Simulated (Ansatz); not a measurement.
Take GaSe in the beta-GaS type structure (space group P6_3/mmc, No. 194; layered, stacked along the Cartesian z axis) as the base.

Space group P6₃/mmc (No. 194); a = b = 3.705 Å, c = 15.508 Å, α = β = 90.00°, γ = 120.00°

```json
[
 {"atom": "Ga", "site": "4f", "symmetry": "3m.", "x": "0.3333", "y": "0.6667", "z": "0.1722"},
 {"atom": "Se", "site": "4f", "symmetry": "3m.", "x": "0.6667", "y": "0.3333", "z": "0.0962"}
]
```

Levels (all Ansatz, a program for electronic structure, PAW, earlier PAW set): PBEsol-D3(BJ) (420 eV, scalar-relativistic without spin-orbit coupling); HSE06 (420 eV, spin-orbit coupling left out).

Its gap is 0.82 eV with PBEsol-D3(BJ) and 1.68 eV with HSE06.

Modification: a hydrostatic pressure of 4.2 GPa.

With PBEsol-D3(BJ) the gap becomes 0.55 eV.

### Question
If the HSE06 correction stayed the same, what would the HSE06 gap be, and what does the HSE06 run give?

### Answer
A rigid correction of +0.86 eV gives 1.41 eV. The HSE06 run gives 1.17 eV, so the correction itself changes by -0.24 eV.

Single points use the geometry relaxed with PBEsol-D3(BJ). The hybrid gap comes from the SCF mesh plus the semilocal run's edge points and a few special points and is an upper bound. Load acts through the strain it causes; cell and atoms are relaxed under it. No phonon test of stability was made.
